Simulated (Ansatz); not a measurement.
The parent structure is ZnO in the wurtzite structure (space group P6_3mc, No. 186; a = 3.235 Å, c = 5.211 Å).

Perturbation: 0.331 electrons added to each cell, a density of 7.0×10^21 cm⁻³, with a uniform compensating background at fixed cell and a 300 K Fermi–Dirac width.

Calculations: r2SCAN (Ansatz, a first-principles code; PAW; 500 eV plane waves; scalar-relativistic without spin-orbit coupling).

Base, band edges from the VBM (valence, conduction): K -1.77, 8.14; H -1.29, 8.53; M -0.87, 6.44; L -1.41, 6.27; A -0.40, 3.94; Γ 0.00, 1.24 eV.

### Question
Give the band edges at the high-symmetry points of the new zone, measured from its valence-band maximum.

### Answer
```json
[
 {"point": "Γ", "valence edge (eV)": "0.00", "conduction edge (eV)": "1.09"},
 {"point": "M", "valence edge (eV)": "-0.87", "conduction edge (eV)": "6.33"},
 {"point": "K", "valence edge (eV)": "-1.79", "conduction edge (eV)": "7.95"},
 {"point": "A", "valence edge (eV)": "-0.41", "conduction edge (eV)": "3.83"},
 {"point": "L", "valence edge (eV)": "-1.43", "conduction edge (eV)": "6.12"},
 {"point": "H", "valence edge (eV)": "-1.30", "conduction edge (eV)": "8.39"}
]
```

The gap is 1.09 eV, direct at Γ.

Carriers are added with a uniform compensating background; total energy and stress of such cells depend on the potential's zero and are not compared; many-body gap narrowing is missing at this level. Gaps are Kohn–Sham eigenvalue differences; semilocal functionals usually give less than the measured gap. No phonon test of stability was made.
